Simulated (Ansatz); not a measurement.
# What S on a Zn site (antisite), symmetric start does to ZnS

Take an 8-atom supercell of ZnS in the zinc blende structure (space group F-43m, No. 216; a = 5.357 Å) at its relaxed geometry as the base.

The change: a neutral S on a Zn site (antisite), symmetric start, atoms relaxed at fixed cell.

Calculations: plane-wave PAW DFT at the PBEsol level (Ansatz, a program for electronic structure, 420 eV), no spin-orbit coupling. Γ-centred 5×5×5 mesh, Fermi–Dirac width 0.01 eV.

```tsv
quantity	base	changed	shift
largest displacement of a host atom from its site in the perfect cell	–	0.15 Å	–
mean distance from the defect site to its nearest host atoms	4.38 bohr	4.67 bohr	+0.29 bohr
```

Final structure:

```
Zn3S5
1.0
   -5.35666     0.00000     0.00000
    0.00000     0.00000     5.35666
    0.00000     5.35666     0.00000
S Zn
5 3
Direct
  0.26629   0.73371   0.73371
  0.73371   0.73371   0.26629
  0.73371   0.26629   0.73371
  0.26629   0.26629   0.26629
  0.00000   0.00000   0.00000
  0.50000   0.00000   0.50000
  0.50000   0.50000   0.00000
  0.00000   0.50000   0.50000
```

The magnetic state is the one reached from the starting moments; the real material's order can differ, and small cells can't hold many antiferromagnetic ones. In so small a cell the defect repeats every few ångströms: this is an ordered compound, not a dilute defect. The defect started on the symmetric site and kept its symmetry, so it may sit on a saddle. Starting moments died away, wholly or in part, for S on a Zn site (antisite); another magnetic solution may exist. The defect cell is spin-polarised and ends with 0.0 μB.
